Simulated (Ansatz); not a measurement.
The parent structure is NiSb in the NiAs type structure (space group P6_3/mmc, No. 194; a = 3.921 Å, c = 5.064 Å; not spin-polarised; relaxed with 0.1 eV smearing). Axes: x lies along a and z along c of the hexagonal cell.

Calculations: Kohn–Sham DFT with the PBEsol functional, run in Ansatz (a quantum-chemistry and plane-wave program) with PAW and 420 eV plane waves, no SOC.

The change: uniaxial strain ε_zz = +4.45 %, all other strain components held at zero, atoms relaxed at fixed cell.

**Question.** Predict the stress tensor and what it implies for the stiffness.

**Answer.** Stress of the strained cell less that of the base (GPa, compression positive):
```
   -3.5     0.0     0.0
    0.0    -3.5     0.0
    0.0     0.0    -7.7
```

Then −Δσ_ii/ε with ε = 0.0445 gives secant stiffness values (nonlinear terms included at this strain): C33 ≈ 172 GPa, C13 ≈ 78 GPa and C23 ≈ 78 GPa.

As a check, the harmonic strain energy −½ V₀ Δσ:ε is 18 meV/atom; the computed energy rise is 19 meV/atom.

No phonon test of stability was made. All final runs are without spin polarisation.
